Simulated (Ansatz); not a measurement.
Input:

```
CELL_PARAMETERS angstrom
     -1.77512     1.86967     4.69015
      1.96422    -1.86967     4.76493
      1.77512     1.86967    -4.69015
ATOMIC_POSITIONS crystal
  Ti 0.74988 0.26287 0.51298
  Ti 0.00012 0.98713 0.98702
  O  0.54236 0.02720 0.48483
  O  0.79231 0.79924 0.00693
  O  0.20764 0.22280 0.01517
  O  0.95769 0.45076 0.49307
```

No spin polarisation.

Computed with LDA (Ansatz, an electronic-structure program), no spin-orbit coupling. k-mesh 12×12×12 (Γ-centred); smearing 0.05 eV (Fermi–Dirac).

Problem. Predict the gap character and band gap.

Solution. The gap character is indirect, L₂–Γ (13 % along) → Γ and the band gap comes out as 2.10 eV.

The cells carry an imposed strain or load. No phonon test of stability was made. All final runs are without spin polarisation. The cell was made from TiO2 in the anatase structure (space group I4_1/amd, No. 141) by this change: tensor shear ε_xz = +2.00 %.
